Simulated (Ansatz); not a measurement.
Stishovite (SiO2)

These are PBE in Ansatz (PAW) values and carry that method's errors.

Numerical settings: plane-wave cutoff 520 eV, 8×8×12 k mesh (along the axes of the cell as run), perturbation theory, force constants from a 4×4×4 q mesh, scalar-relativistic PAW data made under PBE.

Cell: relaxed at this level.

For stishovite (SiO2), the high-frequency dielectric constant (mean over three axes) comes out as 3.48 and the static dielectric constant (mean over three axes) is 11.8. The zero-point energy is 0.103 eV/atom.

Measured, for comparison: high-frequency dielectric constant 3.27 (temperature not stated, no zero-point or thermal correction, mean of the two values across and the one along c; as tabulated in He et al. (2014), arXiv:1309.4805). Computed (rounded) less measured: high-frequency dielectric constant +6 %.

Ansatz is a program for electronic structure.
